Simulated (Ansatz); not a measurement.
System: ZrSeS (P3m1, No. 156, 3 atoms in the cell; start mp-1215215). Method: LDA (Ansatz, a quantum-chemistry and plane-wave program, plane waves, PAW).

Numerical settings: plane-wave cutoff 520 eV, 12×12×6 k mesh (along the axes of the cell as run), Fermi–Dirac smearing 0.01 eV, scalar-relativistic PAW data made under PBE.

Cell (relaxed with PBE-D3(BJ)):

```yaml
crystal:
  lattice:
    - [3.68545, 0.00000, 0.00000]
    - [-1.84273, 3.19170, 0.00000]
    - [0.00000, 0.00000, 5.88674]
  atoms:
    - { symbol: Zr, position: [0.00000, 0.00000, 0.01359] }
    - { symbol: Se, position: [0.66667, 0.33333, 0.73379] }
    - { symbol: S, position: [0.33333, 0.66667, 0.25262] }
```

### Question
What does this level give for the band gap and smallest direct gap on the k points sampled?

### Answer

band gap: 0.32 eV
smallest direct gap on the k points sampled: 1.12 eV

Note: cell and atoms aren't relaxed at this level (largest force component 0.33 eV/Å, pressure -2.8 GPa).

Spin–orbit coupling is not included.

Computed values are for the static lattice.

The result took very roughly 30 core-seconds.

A start named mp-… is a Materials Project structure, which need not be a measured phase.
